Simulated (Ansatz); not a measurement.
Structures of equal composition on the (0001) surface of hcp Co, ferromagnetic: a layer of Au in place of the second plane; a layer of Au in place of the third plane. The slabs share one bottom face, and each structure is named by its start. These are constructed structures in small cells; real faces may alloy, dewet or reconstruct in larger ones, and not all known structures of the face are among them. Slabs of about 10 Å, Fermi-Dirac smearing of 0.1 eV. Bottom of the slabs: a bare face, its two planes held. Relaxed from the named starts with such symmetry as they have, on meshes of like density; energies extrapolated to zero smearing; spin only where a row says so; no spin-orbit coupling, no U. Brackets mark spin-polarised runs, whose order is one that fits the cell. Where a second, spin-polarised start was run, the lower counts.

Level of theory: PBE (plane waves to 420 eV, PAW; Ansatz, a first-principles code).

Task: Put the candidates in order of energy per 1x1 cell, lowest first, for PBE.

Result: a layer of Au in place of the third plane (0.000 eV [spin, 8.4 μB a cell]), a layer of Au in place of the second plane (0.182 eV [spin, 8.5 μB a cell])
